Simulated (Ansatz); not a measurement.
Checking a run of Ansatz (a quantum-chemistry and plane-wave program) on HfIr3 (Pm-3m, 4 atoms in the cell). The aim is a self-consistent single point with DFT, PBEsol, plane waves, default PAW files made with PBE.

Cell that was meant: a = 3.9783 Å, b = 3.9783 Å, c = 3.9783 Å, α = 90.00°, β = 90.00°, γ = 90.00°.

Part of the input:

Ansatz 0.2 input:
```yaml
    - { symbol: Ir, position: [0.500000, 0.500000, 0.000000] }
    - { symbol: Ir, position: [0.500000, 0.000000, 0.500000] }
    - { symbol: Hf, position: [0.000000, 0.000000, 0.000000] }
basis:
  ecutwfc: 170.0
kpoints:
  mp_grid: { grid: [6, 6, 6] }
hamiltonian:
```

The program printed (abridged):

```
   [... lines left out ...]
PAW frozen core: Hf, regenerated for the run's functional, and the local potential with it
Initial density: superposition of atomic densities (neutral atoms: chi_scale 0, normalization atom), corrected by the library's trained network
Initial wavefunctions: pseudopotential atomic-orbital guess
Eigensolver: davidson
Functional: x = pbesol(κ = 0.804, μ = 0.12345679012345678), c = pbesol(β = 0.046)
SCF iter   1: F=—  HF=-50920.236539 eV  |F-HF|=—  |Δ(HF+E_count)|=         —  Δρ=2.55e-1  dr2=2.99e1  ethr=1.77e-3  ⟨swp⟩=4.8  Hψ=2761  notcnv=0
all-band conjugate gradients solve this SCF's bands
preconditioner: auto → Resta (q_TF=auto, 2.821 Å⁻¹)
SCF iter   2: F=—  HF=-50908.252433 eV  |F-HF|=—  |Δ(HF+E_count)|=    1.20e1  S|Δr|=    0.00e0  Δρ=1.39e-1  dr2=9.02e0  ethr=1.77e-3  ⟨swp⟩=2.0  Hψ=1995  notcnv=0  defer=45
   [... lines left out ...]
SCF iter   6: F=—  HF=-50904.285942 eV  |F-HF|=—  |Δ(HF+E_count)|=   2.14e-4  S|Δr|=    0.00e0  Δρ=2.32e-4  dr2=6.30e-5  ethr=1.55e-6  ⟨swp⟩=2.0  Hψ=1127  notcnv=0  defer=45
SCF iter   7: F=—  HF=-50904.285924 eV  |F-HF|=—  |Δ(HF+E_count)|=   1.82e-5  S|Δr|=    0.00e0  Δρ=5.05e-5  dr2=3.24e-6  ethr=8.18e-8  ⟨swp⟩=2.0  Hψ=1081  notcnv=0  defer=45
SCF iter   8: F=-50904.285923 eV  HF=-50904.285923 eV  |F-HF|=8.77e-9  |Δ(HF+E_count)|=   7.22e-7  S|Δr|=    0.00e0  Δρ=5.94e-6  dr2=2.37e-8  ethr=1.30e-10  ⟨swp⟩=7.0  Hψ=3877  notcnv=0
SCF 1 converged in 8 iterations: F = -50904.285923 eV  dr2 = 2.37e-8
Stability not checked (fill_not_monotonic)
Free energy (F): -50904.285923 eV
Internal energy: -50904.272612 eV  (E = F + TS)
E sigma→0 (E₀):  -50904.281486 eV
Entropy (-TS):   -0.013311 eV (-3.328 meV/atom)
Fermi energy:    23.612559 eV
--- Forces (eV/Å), atoms counted from 1 ---
  atom   1  Ir     0.00000000    -0.00000000     0.00000000
   [... zero for the other atoms too ...]
--- Stress (GPa, compression-positive) ---
      -67.865295       0.000000      -0.000000
        0.000000     -67.865295       0.000000
        0.000000       0.000000     -67.865295
  P = ⅓ Tr σ = -67.8653 GPa (-678.653 kbar)
  The stress holds the Pulay correction. Without it, at fixed plane waves, as pw.x and ABINIT print it: P = -871.8350 GPa
```

**Question.** Can these results be used? Check the input.

**Answer.** The run is not sound. The fault is a basis or grid far too coarse for these potentials. Far below the cutoff that the potentials were made for, the basis cannot represent the orbitals near the nuclei, and energies, forces and above all the stress go wrong. To fix it, restore the cutoff that the potentials need and check convergence. The run converged in 8 iterations without an error; against the sound input the free energy rises by 23.5 eV/atom and the pressure goes from -11.60 to -67.87 GPa. At a fixed set of plane waves, without the program's Pulay estimate, the pressure is -871.84 GPa against -11.67 GPa.

An input that runs soundly differs in these lines (not the only fix; some lines may just follow from the change or write a value another way):
```diff
-basis:
-  ecutwfc: 170.0
```

With that input, the run converged in 7 iterations: free energy E − TS (on the zero of these files) -50998.1275 eV; Fermi level (on the code's own zero) 23.45 eV; pressure -11.60 GPa (DFT, PBEsol, plane waves, default PAW files made with PBE).

On the sound input: the starting cell was generated: these elements placed on a structure prototype, without a prior relaxation; it need not be a known phase or ordering of this composition. Spin polarisation is off. With a pressure of about -12 GPa the cell is away from its equilibrium volume at this level. Ansatz's pressure includes its estimate of the finite-basis (Pulay) stress.
